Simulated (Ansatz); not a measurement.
A relaxation of cell and atoms of CaMg6V (P1, 8 atoms in the cell) with Ansatz (a program for electronic structure).

Computed with revPBE, PAW files made with PBE (plane waves; Ansatz).

```
CELL_PARAMETERS angstrom
      5.22393     0.00000     0.00000
      0.00000     3.26148     5.59541
      0.00000    -3.26148     5.59541
ATOMIC_POSITIONS crystal
  Ca 0.49738 0.83963 0.83221
  Mg 0.49561 0.82706 0.32931
  Mg 0.48781 0.33488 0.82912
  Mg 0.99533 0.65743 0.17963
  Mg 0.02516 0.17809 0.64802
  Mg 0.99809 0.65082 0.66631
  Mg 0.98893 0.16669 0.17458
  V  0.51169 0.34541 0.34083
```
Moments meant for the start (each program seeds them in its own way; μB, in the order of the atoms Ca Mg Mg Mg Mg Mg Mg V): 0.0 0.0 0.0 0.0 0.0 0.0 0.0 2.0.

Reference input (self-consistent single point, DFT, PBEsol, plane waves, PAW files made with PBE): basis.ecutwfc = 420 eV; kpoints.mp_grid.grid = 4 3 3; kpoints.mp_grid.shift = 0.5 0.5 0.5; hamiltonian.xc = pbesol; hamiltonian.pseudopotentials = {kind: paw} (the program's default PAW files); magnetization.spin_polarized = true; scf.occupations.method = methfessel_paxton; scf.occupations.width = 0.272 eV. This run's input differs from it in these lines:

Ansatz 0.2 input:
```diff
@@ -21,3 +21,3 @@
 hamiltonian:
-  xc: pbesol
+  xc: revpbe
   pseudopotentials:
@@ -31,2 +31,4 @@
     width: 0.272 eV
+relax:
+  cell: {}
 output:
```

The program printed (abridged):

```
   [... SCF lines of the steps left out ...]
relax step   1: F+E_penalty+E_count = -16289.09298548 eV  Δ(F+E_penalty+E_count) = +0.000e0 eV  max|allowed force component| = 4.526e-1 eV/Å  Δτ_max = 0.0000 Å  P = +1.259 GPa  Ω = 190.666 Å³  (15 SCF iters, dr2 threshold 1.00e-7 eV, accepted)
relax step   2: F+E_penalty+E_count = -16289.18295823 eV  Δ(F+E_penalty+E_count) = -8.997e-2 eV  max|allowed force component| = 1.519e-1 eV/Å  Δτ_max = 0.1217 Å  P = +0.116 GPa  Ω = 196.456 Å³  energy of the carried Pulay correction = -4.117e-4 eV  [...]
   [... lines left out ...]
relax step  16: F+E_penalty+E_count = -16289.42250266 eV  Δ(F+E_penalty+E_count) = -4.109e-5 eV  max|allowed force component| = 4.874e-3 eV/Å  Δτ_max = 0.0048 Å  P = -0.000 GPa  Ω = 193.814 Å³  energy of the carried Pulay correction = -6.401e-5 eV  [...]
relax step  17: F+E_penalty+E_count = -16289.42255825 eV  Δ(F+E_penalty+E_count) = -5.559e-5 eV  max|allowed force component| = 4.874e-3 eV/Å  Δτ_max = 0.0000 Å  P = -0.001 GPa  Ω = 193.814 Å³  stress off target by 4.20e-3 GPa  SCF on the basis [...]
basis re-selected at this cell: Δ(F+E_penalty+E_count) = -5.559e-5 eV, ΔP = -0.000 GPa vs the last step
the relaxation's final electronic state is not compared with the one that a single-point calculation of its input finds at the relaxed geometry …
Stability not checked (fill_not_monotonic)
Magnetization: 3.1157 μB (43.0578 up, 39.9422 down)
   [... lines left out ...]
Absolute magnetization: 4.1001 μB (∫|ρ↑−ρ↓|, with the PAW one-centre terms)
Free energy (F): -16289.422558 eV
Fermi energy:    6.139908 eV
  cell:  # Å, volume = 193.8144 Å³
   [... lines left out ...]
    - { symbol: Mg, position: [-2.760489778213038e-5, 0.15816792649560987, 0.5918076043828365] }
    - { symbol: Mg, position: [-3.998144555782122e-6, 0.6240603448795532, 0.6243665247522622] }
    - { symbol: Mg, position: [-2.071895665868646e-7, 0.1256546823909408, 0.12585467418901233] }
    - { symbol: V, position: [0.49998033261276514, 0.3752141867845109, 0.37482392593127206] }
```

The run converged. 

Summary of the result:
- Free energy E − TS (on the zero of these files) = -16289.4226 eV
- Fermi level (on the code's own zero) = 6.14 eV
- Pressure = 0.00 GPa
- Largest force (vector length) = 0.005 eV/Å
- Size of the cell's spin moment = 3.12 μB
- Final cell = a = 4.9325 Å, b = 6.3795 Å, c = 6.3792 Å, α = 74.91°, β = γ = 90.00°
- Final volume per atom = 24.23 Å³
- Relaxation steps = 17

The starting cell comes from a database of computed structures (which also holds hypothetical and non-ambient phases and stackings), without a prior relaxation at this level. Its atoms were displaced at random from the sites of space group no. 38. With one magnetic atom in the cell only a parallel order is possible. Ansatz's pressure includes its estimate of the finite-basis (Pulay) stress.

Cost on one core of a shared machine: roughly 5 min.
